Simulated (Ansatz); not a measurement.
A computed series for TiAl: point defects

Consider a 16-atom supercell of TiAl (space group P4/mmm, No. 123) at its relaxed geometry.

```
CELL_PARAMETERS angstrom
      5.64816     0.00000    -4.07063
      0.00000     5.64816    -4.07063
      0.00000     5.64816     4.07063
ATOMIC_POSITIONS crystal
  Al 0.25000 0.75000 0.50000
  Al 0.25000 0.00000 0.75000
  Al 0.25000 0.25000 0.00000
  Al 0.25000 0.50000 0.25000
  Al 0.75000 0.25000 0.50000
  Al 0.75000 0.75000 0.00000
  Al 0.75000 0.50000 0.75000
  Al 0.75000 0.00000 0.25000
  Ti 0.00000 0.00000 0.00000
  Ti 0.00000 0.25000 0.25000
  Ti 0.00000 0.50000 0.50000
  Ti 0.00000 0.75000 0.75000
  Ti 0.50000 0.50000 0.00000
  Ti 0.50000 0.00000 0.50000
  Ti 0.50000 0.75000 0.25000
  Ti 0.50000 0.25000 0.75000
```

One neutral defect a cell, atoms relaxed at fixed cell.

Calculations: PBE (Ansatz, an electronic-structure program), no SOC, earlier PAW set.

```json
[
 {"change": "perfect supercell", "pressure": "0.0 GPa", "largest displacement of a host atom from its site in the perfect cell": "–"},
 {"change": "Ti vacancy, symmetric start", "pressure": "-1.6 GPa", "largest displacement of a host atom from its site in the perfect cell": "0.01 Å"},
 {"change": "H interstitial (started 2.00 Å from the nearest host atom), symmetric start", "pressure": "0.9 GPa", "largest displacement of a host atom from its site in the perfect cell": "0.12 Å"},
 {"change": "Al on a Ti site (antisite), symmetric start", "pressure": "-0.3 GPa", "largest displacement of a host atom from its site in the perfect cell": "0.07 Å"},
 {"change": "Sc on a Al site", "pressure": "3.3 GPa", "largest displacement of a host atom from its site in the perfect cell": "0.06 Å"}
]
```

The cell is small, so the values are those of an ordered compound at a high defect concentration; dilute-limit values will differ. Defects with a symmetric start kept the site's symmetry and may sit on a saddle; the others started slightly shaken. The final runs are not spin-polarised.
